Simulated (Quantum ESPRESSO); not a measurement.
Troubleshooting Quantum ESPRESSO: a failed run on Te (P3_121, 3 atoms in the cell). The aim is a self-consistent single point with DFT, PBE, plane waves, GBRV 1.5 ultrasoft (PBE) pseudopotentials.

Cell that was meant: a = 4.5880 Å, b = 4.5880 Å, c = 5.8830 Å, α = 90.00°, β = 90.00°, γ = 120.00°.

Part of the input:

```fortran
Te    0.0000000000    0.2567000000    0.6666666667
Te    0.7433000000    0.7433000000    0.0000000000
K_POINTS automatic
7 7 5
```

Log, with long lists cut:

```
     This program is part of the open-source Quantum ESPRESSO suite
     for quantum simulation of materials; please cite

 %%%%%%%%%%%%%%%%%%%%%%%%%%%%%%%%%%%%%%%%%%%%%%%%%%%%%%%%%%%%%%%%%%%%%%%%%%%%%%
     Error in routine card_kpoints (1):
      end of file while reading automatic k points
 %%%%%%%%%%%%%%%%%%%%%%%%%%%%%%%%%%%%%%%%%%%%%%%%%%%%%%%%%%%%%%%%%%%%%%%%%%%%%%

     stopping ...
```

**Question.** Read the log: what does the program object to, and what is the fix?

**Answer.** The fault is an automatic mesh without its three shifts. The card takes six integers. To fix it, add the shifts. The program stopped before any SCF iteration.

An input that runs soundly differs in these lines (not the only fix; some lines may just follow from the change or write a value another way):
```diff
-7 7 5
+7 7 5  0 0 0
```

With that input, the run converged in 8 iterations: free energy E − TS -1081.5786 eV; Fermi level (on the code's own zero) 5.38 eV; pressure 0.95 GPa; largest force (vector length) 0.364 eV/Å (DFT, PBE, plane waves, GBRV 1.5 ultrasoft (PBE) pseudopotentials).

On the sound input: the starting cell comes from a database of computed structures (which also holds hypothetical and non-ambient phases and stackings), without a prior relaxation at this level. Its lattice was rescaled by a random factor within 2.5 % of one.
